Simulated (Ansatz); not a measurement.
rutile IrO2 (1 0 0) on 3C silicon carbide (1 1 0) (film strained to the substrate, started from cuts of the bulks and a machine-learned relaxation; slabs C10Si10 and Ir4O8, which can lie off the formulas)

A periodic stack without vacuum, rutile IrO2 (1 0 0) on 3C silicon carbide (1 1 0) (film strained to the substrate, started from cuts of the bulks and a machine-learned relaxation; slabs C10Si10 and Ir4O8, which can lie off the formulas): substrate slab C10Si10, film Ir4O8, surface cells [[0, -1], [1, -1]] and [[0, -1], [1, -1]], film strained by -3.3 and -2.6 %, outermost planes CSi/CSi and O/O as cut, which need not be the usual terminations and can put a slab off its formula.

The start was prepared with a machine-learned potential, and the result is one local minimum, with the in-plane cell held and forces under 0.04 eV/Å; the film can end far from its bulk form.

The numbers are results of PBE (plane waves to 420 eV, PAW; Ansatz, a quantum-chemistry and plane-wave program), not measurements. Scalar-relativistic, without spin–orbit coupling; the runs are not spin-polarised; PBE gaps are too small against experiment. Its k-point mesh 12×7×1, Fermi–Dirac width 0.05 eV.

| Quantity | Result |
|---|---|
| interface area | 13.6 Å² |
| period | 24.81 Å |
| heights between the nearest atoms of the two slabs at the two interfaces | 1.15 and 1.15 Å |
| C–Ir contacts across the interfaces within 1.22 times the sum of covalent radii | 2, mean 2.15 Å |
| O–Si contacts across the interfaces within 1.22 times the sum of covalent radii | 2, mean 1.69 Å |
| hole barrier (PBE) | 0.51 eV |
| electron barrier (PBE) | 0.86 eV |

```yaml
crystal:
  lattice:
    - [3.09708, 0.00002, 0.04782]
    - [3.09709, 4.38002, 0.01677]
    - [-0.38404, 0.17575, 24.81048]
  atoms:
    - { symbol: C, position: [0.15213, 0.15737, 0.01778] }
    - { symbol: C, position: [0.15667, 0.65283, 0.08302] }
    - { symbol: C, position: [0.15656, 0.15295, 0.14426] }
    - { symbol: C, position: [0.15641, 0.65311, 0.20737] }
    - { symbol: C, position: [0.15648, 0.15305, 0.26937] }
    - { symbol: C, position: [0.15650, 0.65305, 0.33209] }
    - { symbol: C, position: [0.15645, 0.15310, 0.39409] }
    - { symbol: C, position: [0.15663, 0.65293, 0.45719] }
    - { symbol: C, position: [0.15677, 0.15280, 0.51843] }
    - { symbol: C, position: [0.15223, 0.65734, 0.58367] }
    - { symbol: Si, position: [0.40638, 0.90314, 0.08118] }
    - { symbol: Si, position: [0.41499, 0.39453, 0.02237] }
    - { symbol: Si, position: [0.40655, 0.90299, 0.20690] }
    - { symbol: Si, position: [0.40653, 0.40300, 0.14517] }
    - { symbol: Si, position: [0.40653, 0.90303, 0.33179] }
    - { symbol: Si, position: [0.40651, 0.40303, 0.26966] }
    - { symbol: Si, position: [0.40660, 0.90298, 0.45629] }
    - { symbol: Si, position: [0.40660, 0.40297, 0.39455] }
    - { symbol: Si, position: [0.41507, 0.89451, 0.57909] }
    - { symbol: Si, position: [0.40647, 0.40312, 0.52027] }
    - { symbol: Ir, position: [0.42378, 0.88577, 0.75320] }
    - { symbol: Ir, position: [0.40922, 0.40043, 0.65744] }
    - { symbol: O, position: [0.16054, 0.14906, 0.63020] }
    - { symbol: O, position: [0.14008, 0.66942, 0.78653] }
    - { symbol: O, position: [0.70477, 0.10482, 0.72185] }
    - { symbol: O, position: [0.69606, 0.61359, 0.69025] }
    - { symbol: Ir, position: [0.40915, 0.90045, 0.94402] }
    - { symbol: Ir, position: [0.42373, 0.38577, 0.84825] }
    - { symbol: O, position: [0.14005, 0.16942, 0.81492] }
    - { symbol: O, position: [0.16052, 0.64909, 0.97126] }
    - { symbol: O, position: [0.69602, 0.11359, 0.91121] }
    - { symbol: O, position: [0.70476, 0.60483, 0.87959] }
```
